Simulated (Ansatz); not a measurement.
A computed series for Nb: pressure series

Take Nb in the bcc (W type) structure (space group Im-3m, No. 229; a = 3.2713 Å) as the base.

Cell and atoms are relaxed at each pressure.

Method: PBEsol (Ansatz, an electronic-structure program), no SOC.

Notes on the quantities. enthalpy: H = E + PV relative to the base's energy.

```json
[
 {"variant": "base", "enthalpy": "–", "lattice parameter a": "3.271 Å"},
 {"variant": "pressure −2 GPa", "enthalpy": "-0.22 eV/atom", "lattice parameter a": "3.284 Å"},
 {"variant": "pressure −1 GPa", "enthalpy": "-0.11 eV/atom", "lattice parameter a": "3.277 Å"},
 {"variant": "pressure 3 GPa", "enthalpy": "+0.32 eV/atom", "lattice parameter a": "3.254 Å"},
 {"variant": "pressure 7 GPa", "enthalpy": "+0.75 eV/atom", "lattice parameter a": "3.232 Å"},
 {"variant": "pressure 15 GPa", "enthalpy": "+1.58 eV/atom", "lattice parameter a": "3.194 Å"},
 {"variant": "pressure 30 GPa", "enthalpy": "+3.06 eV/atom", "lattice parameter a": "3.134 Å"},
 {"variant": "pressure 50 GPa", "enthalpy": "+4.92 eV/atom", "lattice parameter a": "3.068 Å"},
 {"variant": "pressure 75 GPa", "enthalpy": "+7.10 eV/atom", "lattice parameter a": "2.999 Å"},
 {"variant": "pressure 100 GPa", "enthalpy": "+9.14 eV/atom", "lattice parameter a": "2.945 Å"}
]
```

Load acts through the strain it causes; cell and atoms are relaxed under it. No phonon test of stability was made. Competing high-pressure phases were not computed. All final runs are without spin polarisation.
